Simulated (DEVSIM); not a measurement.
System: Co/Si3N4/p-In0.53Ga0.47As capacitor, at 300 K.

```csv
layer (left to right),material,thickness (nm),Na (cm⁻³)
1,Si3N4,28.0,-
2,In0.53Ga0.47As,1000,3e17
```

Metal gate on the left, work function 5 eV. Fixed charge at the semiconductor interface -1.5e10 cm⁻² (in units of +e); no interface traps.

Constants are typed, rounded textbook-type inputs, not results; the design itself was drawn at random and stands for no fabricated device. Values at 300 K.

```csv
parameter,Si3N4,In0.53Ga0.47As
gap (eV),5.1,0.74
affinity (eV),2.1,4.51
permittivity,7.5,13.9
Nc (cm⁻³),-,2.1e17
Nv (cm⁻³),-,7.7e18
```

Simulated with DEVSIM: 1D Poisson equation in equilibrium, Boltzmann statistics, complete ionisation; no quantum confinement or tunnelling. Metal contacts follow the ideal Schottky-Mott rule: no Fermi-level pinning, no interface dipoles.

The substrate doping was swept, all else fixed.

```json
[
 {"substrate doping (cm^-3)": "1.5e16", "minimum of the low-frequency capacitance (μF/cm²)": "0.0525", "flat-band voltage (V)": "-0.08"},
 {"substrate doping (cm^-3)": "3e16", "minimum of the low-frequency capacitance (μF/cm²)": "0.0642", "flat-band voltage (V)": "-0.10"},
 {"substrate doping (cm^-3)": "6e16", "minimum of the low-frequency capacitance (μF/cm²)": "0.0781", "flat-band voltage (V)": "-0.11"},
 {"substrate doping (cm^-3)": "1.5e17", "minimum of the low-frequency capacitance (μF/cm²)": "0.104", "flat-band voltage (V)": "-0.14"},
 {"substrate doping (cm^-3)": "3e17", "minimum of the low-frequency capacitance (μF/cm²)": "…", "flat-band voltage (V)": "-0.16"},
 {"substrate doping (cm^-3)": "6e17", "minimum of the low-frequency capacitance (μF/cm²)": "0.138", "flat-band voltage (V)": "-0.17"}
]
```

Q: Fill in the missing entries.

A: 
- 3e17, minimum of the low-frequency capacitance (μF/cm²): 0.120
